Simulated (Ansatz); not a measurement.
Input:

```xyz
4
Lattice="3.0735 0.0000 0.0000 -1.5368 2.6617 0.0000 0.0000 0.0000 5.0453" Properties=species:S:1:pos:R:3 pbc="T T T"
Si     0.0000     1.7745     2.5206
Si     1.5368     0.8872     5.0432
C      0.0000     1.7745     4.4166
C      1.5368     0.8872     1.8940
```

Space group of this cell: P6_3mc, wurtzite. The cell is taken as given.

Calculation: r2SCAN (plane waves, PAW; Ansatz, an electronic-structure program).

The current runs along the normal of the first two printed vectors; no spin-orbit coupling. Scaled by the factor s: all lengths (ions clamped). Meshes 12×12×6 and 12×12 across the current in all rows.

| s | mean pressure (GPa) | band gap (eV) |
|---|---|---|
| 0.98 | 16.0 | 2.56 |
| 1.00 | 0.4 | 2.65 |
| 1.02 | -11.7 | ? |

Problem. Take the slope of the band gap against ln s from the two given rows, extrapolate to s = 1.02, and say what the run there gives.

Solution. Slope = (2.56 − 2.65) / ln 0.98 = 4.45 eV. The line gives 2.65 + (4.45) × ln 1.02 = 2.74 eV. The run gives 2.73 eV, 0.01 eV under the line, 9 % of the predicted step.
